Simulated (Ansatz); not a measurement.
Take La$_{2}$O$_{3}$ (space group P-3m1, No. 164) as the base.

```
La2O3
1.0
    3.94027     0.00000     0.00000
   -1.97014     3.41238     0.00000
    0.00000     0.00000     6.18799
La O
2 3
Direct
  0.33333   0.66667   0.24739
  0.66667   0.33333   0.75261
  0.00000   0.00000   0.00000
  0.33333   0.66667   0.64528
  0.66667   0.33333   0.35472
```

Method: PBE (Ansatz, an electronic-structure program, PAW, without spin-orbit coupling).

One change was made to it. Results:

```
quantity                                  base            after
-----------------------------  ---------------  ---------------
smallest direct gap                    3.96 eV          3.96 eV
c/a ratio                                1.570            1.565
shortest interatomic distance          2.370 Å          2.366 Å
gap character                  indirect, L → M  indirect, L → M
```

Question: Which of these changes matches the shifts?
A. pressure 4.5 GPa
B. pressure 0.9 GPa
C. pressure 9 GPa
D. pressure −2 GPa

Answer: B, pressure 0.9 GPa. For comparison, the c/a ratio in the other runs: pressure 4.5 GPa gives 1.544; pressure 9 GPa gives 1.517; pressure −2 GPa gives 1.582.

Load acts through the strain it causes; cell and atoms are relaxed under it. Stability against distortions was not tested. Competing high-pressure phases were not computed.
